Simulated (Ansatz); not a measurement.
Functionals compared on a constructed model of the (0001) surface of hcp Ru, a pseudomorphic layer of Mo in the host's stacking (bottom of the slab: a bare face, its two planes held), in Ansatz (plane waves, PAW). The structure was relaxed with PBE; the other rows are single points on it. Cutoff 420 eV (500 eV for r2SCAN).

Model: 7-atom slab, 13.4 Å thick at the start with caps and adatoms (thin: gaps and levels are the slab's own), 16x16x1 mesh, Fermi-Dirac 0.1 eV, dipole correction, 2 atoms held, the rest relaxed; start symmetry kept, larger cells not searched; no spin, no spin-orbit, no U. It is one candidate, not shown to be the stable structure of the face. These notes are the PBE run's.

```tsv
functional	work function of the top face (eV)	rough cost of the single point
PBE	4.94	–
RPBE	[?]	roughly 14 core-seconds
r2SCAN	5.01	roughly 40 core-seconds
```

### Question
What belongs in the gaps?

### Answer

- RPBE, work function of the top face (eV): 4.79

Ansatz is a program for electronic structure.
